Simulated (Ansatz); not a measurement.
The starting structures come from a database of crystals and need not be the phases stable at ambient conditions.

 Where the default PAW files enter, the runs use the earlier of Ansatz's two default sets.

```
CELL_PARAMETERS angstrom
      4.13849     0.00000     0.00000
      0.01838     4.13845     0.00000
      0.00000     0.00000     4.06300
ATOMIC_POSITIONS crystal
  Ba 0.99659 0.99659 0.00000
  Ti 0.48150 0.48150 0.50000
  O  0.02157 0.50865 0.50000
  O  0.50865 0.02157 0.50000
  O  0.51180 0.51180 0.00000
```

Space group of this cell: Amm2. The cell is strained (all lengths scaled by 1.02); by r2SCAN its mean pressure is -10.4 GPa.

Transport runs along the normal of the first two printed cell vectors.

No gap correction and no spin-orbit coupling; mid-gap values are interpolated between computed energies.

Question: Estimate the band gap and the smallest decay constant κ at mid-gap that r2SCAN (Ansatz, a first-principles code) returns for this system.

Answer: Gap 2.39 eV on a 8×8×8 mesh; κ = 0.285 1/Å, at the zone centre.
